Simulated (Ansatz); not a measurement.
Given:

```yaml
crystal:
  lattice:
    - [1.55084, -2.01379, 0.00000]
    - [1.55084, 2.01379, 0.00000]
    - [0.00000, 0.00000, 8.19149]
  atoms:
    - { symbol: Fe, position: [0.75000, 0.25000, 0.61815] }
    - { symbol: Zn, position: [0.25000, 0.75000, 0.86669] }
    - { symbol: Zn, position: [0.75000, 0.25000, 0.13331] }
    - { symbol: Fe, position: [0.25000, 0.75000, 0.38185] }
```

Spin-polarised, with starting moments of sign Fe+ Zn0 Zn0 Fe+.

Level of theory: r2SCAN in Ansatz (plane waves to 500 eV, PAW, scalar-relativistic without spin-orbit coupling). k-mesh 19×19×6 (Γ-centred); smearing 0.05 eV (Fermi–Dirac).

Q: Predict the band gap.

A: Zero.

Q: What is the computed largest site moment?

A: 2.86 μB.

The magnetic state is the one reached from the starting moments; the real material's order can differ, and small cells can't hold many antiferromagnetic ones. Each cell is one ordered arrangement of few atoms, which overstates ordering effects compared with a random alloy. No phonon test of stability was made. The cell was made from Fe by this change: x(Zn) = 0.5, 4 atoms, Cmme.

Ansatz is a program for electronic structure.
